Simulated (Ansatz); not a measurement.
# What pressure 7.5 GPa does to IrO2

Consider IrO₂ in the rutile structure (space group P4_2/mnm, No. 136; a = 4.4718 Å, c = 3.1536 Å).

Now apply this change: a hydrostatic pressure of 7.5 GPa.

Calculations: PBEsol (Ansatz, an electronic-structure program, PAW, no spin-orbit coupling). Settings: 11×11×15 k-points, 0.05 eV Fermi–Dirac smearing.

```csv
quantity,base,changed,shift
volume per atom,10.51 Å³,10.26 Å³,-0.25 Å³
density,11.81 g/cm³,12.10 g/cm³,+0.29 g/cm³
c/a ratio,0.705,0.710,+0.0043
shortest interatomic distance,1.953 Å,1.935 Å,-0.018 Å
band gap,zero,zero,–
```

Load acts through the strain it causes; cell and atoms are relaxed under it. Stability against distortions was not tested. Competing high-pressure phases were not computed. No Hubbard U is applied, and correlation can decide whether such a compound is a metal. The final runs are not spin-polarised.
